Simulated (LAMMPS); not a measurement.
Consider a melt of Al (fcc) with 90 % of Al sites Cu, 864 atoms, cooled from 1840 K to 300 K at 1e+14 K/s, at zero pressure in molecular dynamics.

Level of theory: classical MD, pair style adp, file AlCu.adp, run in LAMMPS.

Problem. Estimate the density, the most common Cu-Al-Cu angle for this model.

Solution. density: 8.04 g/cm³ (one sample); most common Cu-Al-Cu angle: in the 3° bin centred on 61.5° (mean of all 97°).
